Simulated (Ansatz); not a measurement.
# A computed series for hypothetical cubic perovskite SrSnSe3: pressure series

The reference is SrSnSe₃ in the cubic perovskite structure (space group Pm-3m, No. 221; a hypothetical phase, not in the database extracts checked).

```xyz
5
Lattice="5.2404 0.0000 0.0000 0.0000 5.2404 0.0000 0.0000 0.0000 5.2404" Properties=species:S:1:pos:R:3 pbc="T T T"
Sr     0.0000     0.0000     0.0000
Sn     2.6202     2.6202     2.6202
Se     0.0000     2.6202     2.6202
Se     2.6202     2.6202     0.0000
Se     2.6202     0.0000     2.6202
```

Cell and atoms are relaxed at each pressure.

Calculations: PBEsol (Ansatz, a program for electronic structure; PAW; 420 eV plane waves; spin-orbit coupling left out).

| pressure (GPa) | volume per atom (Å³/atom) |
|---|---|
| -2 | 30.090 |
| -1 | 29.397 |
| 0 | 28.782 |
| 0.3 | 28.613 |
| 0.7 | ? |
| 1.5 | 27.988 |
| 3 | 27.295 |
| 5 | 26.502 |
| 10 | 24.940 |

Question: Fit the third-order Birch–Murnaghan form P(V) = (3B₀/2)[(V₀/V)^(7/3) − (V₀/V)^(5/3)]·[1 + (3/4)(B₀′ − 4)((V₀/V)^(2/3) − 1)] (squares taken in P) to the rows shown and predict the withheld row.

Answer: Least squares on the printed values gives V₀ = 28.784 Å³/atom, B₀ = 49.9 GPa, B₀′ = 4.6; this predicts 28.396 Å³/atom, and the run gives 28.395 Å³/atom, in agreement.

Load acts through the strain it causes; cell and atoms are relaxed under it. Whether these cells are dynamically stable was not tested. Competing high-pressure phases were not computed. All final runs are without spin polarisation. Many cubic perovskites are stable only at high temperature; tilts and polar distortions were not tested.
